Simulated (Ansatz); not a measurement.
# Effect of x(Sc) = 0.5, 4 atoms, P4/nmm on Ca

The parent structure is Ca in the fcc (Cu type) structure (space group Fm-3m, No. 225; a = 5.569 Å).

The other end (x = 1) is Sc in the fcc (Cu type) structure (space group Fm-3m, No. 225; a model cell): 25.14 Å³/atom, gap zero; this end may not be an ambient phase.

The change: Sc replaces 50.0 % of the Ca, ordered in a cell of 4 atoms (starting symmetry P4/nmm) and fully relaxed.

Method: r2SCAN (Ansatz, a quantum-chemistry and plane-wave program; PAW; 500 eV plane waves; without spin-orbit coupling), earlier PAW set. Γ-centred 13×13×5 mesh, Fermi–Dirac width 0.05 eV, for the changed cell.

```tsv
quantity	base	changed	shift
volume per atom	43.17 Å³	32.82 Å³	-10.35 Å³
density	1.54 g/cm³	2.15 g/cm³	+0.61 g/cm³
shortest interatomic distance	3.938 Å	3.121 Å	-0.817 Å
band gap	zero	zero	–
deviation of the volume from the linear (Vegard-type) interpolation	–	-3.9 %	–
```

Final structure:

```xyz
4
Lattice="3.7280 0.0000 0.0000 0.0000 3.7280 0.0000 0.0000 0.0000 9.4467" Properties=species:S:1:pos:R:3 pbc="T T T"
Ca     1.8640     0.0000     7.9587
Sc     0.0000     1.8640     5.5584
Sc     1.8640     0.0000     3.8884
Ca     0.0000     1.8640     1.4881
```

Cost of the whole job for the changed cell (relaxation, final SCF and bands): very roughly 9 core-minutes.

Each cell is one ordered arrangement of few atoms, which overstates ordering effects compared with a random alloy. Whether these cells are dynamically stable was not tested. The final runs are not spin-polarised. CaSc has a high density of states at the Fermi level and may be magnetic at this level. This is not the structure that Sc has at room temperature and ambient pressure.
